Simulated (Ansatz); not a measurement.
Worked example: self-consistent single point of KF (Fm-3m, 2 atoms in the cell) in Ansatz (a program for electronic structure).

Method: LDA (PW92), default PAW files made with PBE (plane waves; Ansatz).

```xyz
2
Lattice="0.0000 2.6750 2.6750 2.6750 0.0000 2.6750 2.6750 2.6750 0.0000" Properties=species:S:1:pos:R:3 pbc="T T T"
K      0.0000     0.0000     0.0000
F      2.6750     2.6750     2.6750
```

Reference input (self-consistent single point, DFT, PBE, plane waves, default PAW files): kpoints.mp_grid.grid = 9 9 9; hamiltonian.xc = pbe; hamiltonian.pseudopotentials = {kind: paw} (the program's default PAW files); scf.occupations.method = fermi_dirac; scf.occupations.width = 0.01 eV. This run's input differs from it in these lines:

Ansatz 0.2 input:
```diff
@@ -11,3 +11,3 @@
 hamiltonian:
-  xc: pbe
+  xc: lda
   pseudopotentials: { kind: paw }
```

Log, with long lists cut:

```
SCF iter   1: F=—  HF=-2292.751187 eV  |F-HF|=—  |Δ(HF+E_count)|=         —  Δρ=1.53e-2  dr2=6.83e-2  ethr=1.77e-3  ⟨swp⟩=6.1  Hψ=2749  notcnv=0
all-band conjugate gradients solve this SCF's bands
preconditioner: auto → none
SCF iter   2: F=—  HF=-2292.737146 eV  |F-HF|=—  |Δ(HF+E_count)|=   1.40e-2  Δρ=1.05e-2  dr2=2.28e-2  ethr=4.27e-4  ⟨swp⟩=2.0  Hψ=1079  notcnv=0
SCF iter   3: F=—  HF=-2292.730612 eV  |F-HF|=—  |Δ(HF+E_count)|=   6.53e-3  Δρ=2.17e-3  dr2=8.62e-4  ethr=1.43e-4  ⟨swp⟩=2.0  Hψ=779  notcnv=0
SCF iter   4: F=—  HF=-2292.730313 eV  |F-HF|=—  |Δ(HF+E_count)|=   2.99e-4  Δρ=4.06e-4  dr2=2.07e-5  ethr=5.39e-6  ⟨swp⟩=3.0  Hψ=773  notcnv=0
SCF iter   5: F=—  HF=-2292.730306 eV  |F-HF|=—  |Δ(HF+E_count)|=   6.29e-6  Δρ=2.10e-5  dr2=6.48e-8  ethr=1.29e-7  ⟨swp⟩=2.3  Hψ=585  notcnv=0
SCF iter   6: F=-2292.730306 eV  HF=-2292.730306 eV  |F-HF|=1.04e-8  |Δ(HF+E_count)|=   3.08e-8  Δρ=6.98e-6  dr2=1.19e-8  ethr=4.05e-10  ⟨swp⟩=1.3  Hψ=1271  notcnv=0
SCF 1 converged in 6 iterations: F = -2292.730306 eV  dr2 = 1.19e-8
Free energy (F): -2292.730306 eV
Internal energy: -2292.730306 eV  (E = F + TS)
E sigma→0 (E₀):  -2292.730306 eV
Fermi energy:    3.887969 eV
--- Forces (eV/Å), atoms counted from 1 ---
  atom   1  K     -0.00000000     0.00000000    -0.00000000
  atom   2  F      0.00000000    -0.00000000     0.00000000
--- Stress (GPa, compression-positive) ---
       -3.585729      -0.000000       0.000000
        0.000000      -3.585729      -0.000000
        0.000000      -0.000000      -3.585729
  P = ⅓ Tr σ = -3.5857 GPa (-35.857 kbar)
  The stress holds the Pulay correction. Without it, at fixed plane waves, as pw.x and ABINIT print it: P = -4.0323 GPa
```

The run converged in 6 iterations. Against the reference run the pressure goes from 1.26 to -3.59 GPa and the gap on the mesh goes from 6.163 to 5.790 eV.

The starting cell has typed, rounded lattice constants, without a prior relaxation at this level. With a pressure of about -4 GPa the cell is away from its equilibrium volume at this level. Ansatz's pressure includes its estimate of the finite-basis (Pulay) stress.
